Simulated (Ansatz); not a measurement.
The parent structure is InSb in the zinc blende structure (space group F-43m, No. 216; a = 6.520 Å).

All numbers come from Kohn–Sham DFT with the PBEsol functional, run in Ansatz (a quantum-chemistry and plane-wave program) with PAW and 420 eV plane waves, no SOC, earlier PAW set.

Base values:

```
Property           Result
---------------  --------
Volume per atom  34.64 Å³
Band gap             zero
```

It is then changed as follows: Rh takes the place of Sb on all its sites; the structure is relaxed again.

Predict the new volume per atom.

The volume per atom decreases by 9.16 Å³, from 34.64 Å³ to 25.48 Å³.

Estimate the effect on the band gap.

The band gap remains zero.

Spin-orbit coupling, missing from the scalar runs, can matter with Sb. Stability against distortions was not tested. As relaxed here, InRh is a hypothetical phase, not in the database extracts checked. The final runs are not spin-polarised. The zero or small gap of InSb can change with the level of theory.
